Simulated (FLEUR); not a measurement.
Worked example: self-consistent single point of Cr3Cu (Pm-3m, 4 atoms in the cell) in FLEUR.

Method of the run: FLEUR with PBEsol, all-electron FLAPW (FLEUR), scalar-relativistic valence.

```
CELL_PARAMETERS angstrom
      3.60192     0.00000     0.00000
      0.00000     3.60192     0.00000
      0.00000     0.00000     3.60192
ATOMIC_POSITIONS crystal
  Cr 0.00000 0.50000 0.50000
  Cr 0.50000 0.00000 0.50000
  Cr 0.50000 0.50000 0.00000
  Cu 0.00000 0.00000 0.00000
```

Reference input (self-consistent single point, DFT, LDA (Vosko-Wilk-Nusair), all-electron FLAPW (FLEUR), scalar-relativistic valence): Kmax = 3.5 1/bohr; GmaxXC = 14 1/bohr; xcFunctional = vwn; jspins = 1; l_soc = F; mode = gauss; fermiSmearingEnergy = 0.00367493 Htr; mesh (inpgen div1-3) = 12 12 12; inpgen gamma flag = true; Gmax = 14 1/bohr; numbands = 0; maxIterBroyd = 15. This run's input differs from it in these lines:

```diff
@@ -16,3 +16,3 @@
 &comp jspins=1 /
-&exco xctyp='vwn' /
+&exco xctyp='PBEs' /
 &kpt div1=12 div2=12 div3=12 gamma=t /
@@ -29,3 +29,3 @@
       <coreElectrons ctail="T" frcor="F" kcrel="0" coretail_lmax="0"/>
-      <xcFunctional name="vwn" relativisticCorrections="F"/>
+      <xcFunctional name="PBEs" relativisticCorrections="F"/>
       <magnetism jspins="1"/>
```

Log, with long lists cut:

```
 Iteration:     1   Distance:      48.91371215 me/bohr^3
 Iteration:     2   Distance:      35.10115222 me/bohr^3
 Iteration:     3   Distance:      23.31328370 me/bohr^3
 Iteration:     4   Distance:      13.44773839 me/bohr^3
 Iteration:     5   Distance:      14.63900468 me/bohr^3
   [... 11 lines left out ...]
 Iteration:    17   Distance:       0.00060611 me/bohr^3
 Iteration:    18   Distance:       0.00037948 me/bohr^3
 Iteration:    19   Distance:       0.00004169 me/bohr^3
 Iteration:    20   Distance:       0.00000711 me/bohr^3
 Run finished successfully
 Stop message:
   Structural relaxation: Done

[file out, last iteration]
             iter=     21
[...]
          total density-effective poten   -7.6373339254E+03
          total charge density-energy d   -2.0936951064E+02
 Updated energy parameters for spin:           1
[...]
 fermi energy and band-weighting factors:
    0.906178

[...]
FERMIE:
          first approx. to ef    (T=0)  :   0.403646 htr   (energy of the highest occ. eigenvalue)
          number of occ. states  (T=0)  :       2220
          first approx. to seigv (T=0)  : -25.463118 htr
          sum of weights of occ. states :  26.514468
          sum of semicore charge        :   0.000000 e
          fermi energy=   0.40385 har   work function= -10.98938 ev
          number of valence electrons=  52.99999
   [... lines left out ...]
          total moment                 =     0.00000
 Direct bandgap for spin            1 :    5.9064657280587518E-003  Htr
   [... lines left out ...]
 -->  2    0.53460  0.55681  9.05002  0.02089   10.16820
          total charge for spin  1=   52.999993
          interst. charge =       5.182353
          mt charge=             12.549812   10.168204
          total charge  =   52.999993
               n    l     j    energy       weight
          atom type    1  (spin 1)
          0.00000000  electrons lost from core.
               n    l     j    energy       weight
```

The run converged in 20 iterations. FLEUR gives forces in its relaxation mode, with a further iteration, so its stop message speaks of a relaxation. 

The starting cell comes from a database of computed structures (which also holds hypothetical and non-ambient phases and stackings), without a prior relaxation at this level. Spin polarisation is off. Values depend on the basis (sphere radii, cutoffs, local orbitals), which need not be converged. The log's line on a gap gives a spacing of levels on this mesh, which the program prints for metals too.

These are the values that this program gave, and no reference: the default basis lacks the next d shell.

Cost on one core of a shared machine: roughly 2 min.
